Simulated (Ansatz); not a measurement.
The starting structures come from a database of crystals and need not be the phases stable at ambient conditions.

**Evanescent states of Al$_{5}$C$_{3}$N (P6_3mc, not sure to be the ambient phase, 18 atoms a cell, 11.5 Å³ an atom, -3 GPa at this level) along the normal of (100)**

Computed with PBEsol (plane waves, PAW; Ansatz, a quantum-chemistry and plane-wave program).

The gap is the functional's own, uncorrected, and κ follows it; spin-orbit coupling is left out. Mid-gap values are interpolated between the computed energies.

Energies count from the valence-band top; κ is the least over a 10×2 mesh across the current.

```json
[
 {"E (eV)": "0.03", "κ (1/Å)": "0.047", "where": "Γ"},
 {"E (eV)": "0.09", "κ (1/Å)": "0.080", "where": "Γ"},
 {"E (eV)": "0.15", "κ (1/Å)": "0.103", "where": "Γ"},
 {"E (eV)": "0.21", "κ (1/Å)": "___", "where": "Γ"},
 {"E (eV)": "0.27", "κ (1/Å)": "___", "where": "Γ"},
 {"E (eV)": "0.33", "κ (1/Å)": "___", "where": "Γ"},
 {"E (eV)": "0.39", "κ (1/Å)": "___", "where": "off Γ"},
 {"E (eV)": "0.45", "κ (1/Å)": "___", "where": "off Γ"},
 {"E (eV)": "0.51", "κ (1/Å)": "___", "where": "off Γ"},
 {"E (eV)": "0.57", "κ (1/Å)": "___", "where": "off Γ"},
 {"E (eV)": "0.63", "κ (1/Å)": "0.091", "where": "off Γ"},
 {"E (eV)": "0.69", "κ (1/Å)": "0.070", "where": "off Γ"},
 {"E (eV)": "0.75", "κ (1/Å)": "0.039", "where": "off Γ"}
]
```

**Question.** Some entries are withheld; supply them.

**Answer.** 
- 0.21, κ (1/Å): 0.120
- 0.27, κ (1/Å): 0.134
- 0.33, κ (1/Å): 0.147
- 0.39, κ (1/Å): 0.140
- 0.45, κ (1/Å): 0.131
- 0.51, κ (1/Å): 0.119
- 0.57, κ (1/Å): 0.106
